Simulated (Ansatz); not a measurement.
Consider CdSe in the zinc blende structure (space group F-43m, No. 216).

```
CdSe
1.0
    0.00000     3.04079     3.04079
    3.04079     0.00000     3.04079
    3.04079     3.04079     0.00000
Cd Se
1 1
Direct
  0.00000   0.00000   0.00000
  0.25000   0.25000   0.25000
```

Cartesian axes are those of the cell as printed.

Computed with PBEsol in Ansatz (plane waves to 420 eV, PAW, without spin-orbit coupling).

Strains are applied to the cell and any free atomic positions relax; under biaxial strain the out-of-plane vector relaxes too.

One change was made to it. Results:

The valence-band top at Γ (three highest levels, from the VBM) goes from 0.00, 0.00, 0.00 eV to 0.00, 0.00, -0.04 eV; the energy hardly moves; the volume per atom drops by 0.08 Å³ to 28.04 Å³.

Task: Which of these changes matches the shifts?
A) biaxial strain −1.00 %, plane normal [001], relaxed out of plane
B) biaxial strain −2.50 %, plane normal [001], relaxed out of plane
C) biaxial strain −2.00 %, plane normal [001], relaxed out of plane
D) biaxial strain −3.00 %, plane normal [001], relaxed out of plane
E) biaxial strain −0.50 %, plane normal [001], relaxed out of plane

Result: E, biaxial strain −0.50 %, plane normal [001], relaxed out of plane. For comparison, the valence-band top at Γ in the other runs: biaxial strain −1.00 %, plane normal [001], relaxed out of plane gives 0.00, 0.00, -0.08 eV; biaxial strain −3.00 %, plane normal [001], relaxed out of plane gives 0.00, 0.00, -0.27 eV; biaxial strain −2.50 %, plane normal [001], relaxed out of plane gives 0.00, 0.00, -0.22 eV; biaxial strain −2.00 %, plane normal [001], relaxed out of plane gives 0.00, 0.00, -0.17 eV.

The levels and masses belong to the bands next to the band gap. Stability against distortions was not tested.

Ansatz is an electronic-structure program.
